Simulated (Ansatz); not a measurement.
## InAs: response to strain

The reference is InAs in the zinc blende structure (space group F-43m, No. 216).

```xyz
2
Lattice="0.0000 3.0542 3.0542 3.0542 0.0000 3.0542 3.0542 3.0542 0.0000" Properties=species:S:1:pos:R:3 pbc="T T T"
As     4.5813     4.5813     4.5813
In     0.0000     0.0000     0.0000
```

Cartesian axes are those of the cell as printed.

Strains are applied to the cell and any free atomic positions relax; under biaxial strain the out-of-plane vector relaxes too.

Computed with r2SCAN, PAW, 500 eV (Ansatz, an electronic-structure program; no SOC), earlier PAW set.

Problem. Only one of these has no band gap. Which?
A. tensor shear ε_xz = −0.19 %
B. uniaxial strain ε_yy = −3.42 %
C. biaxial strain −0.20 %, plane normal [110], relaxed out of plane
D. uniaxial strain ε_xx = +4.41 %

Solution. D, uniaxial strain ε_xx = +4.41 %. Computed: tensor shear ε_xz = −0.19 %: 0.07 eV; biaxial strain −0.20 %, plane normal [110], relaxed out of plane: 0.09 eV; uniaxial strain ε_yy = −3.42 %: 0.16 eV; uniaxial strain ε_xx = +4.41 %: zero

The mesh was chosen for an insulator and is coarse for the gapless case. Stability against distortions was not tested. The final runs are not spin-polarised. A zero or small gap of InAs can be the functional's error rather than a property of the material.
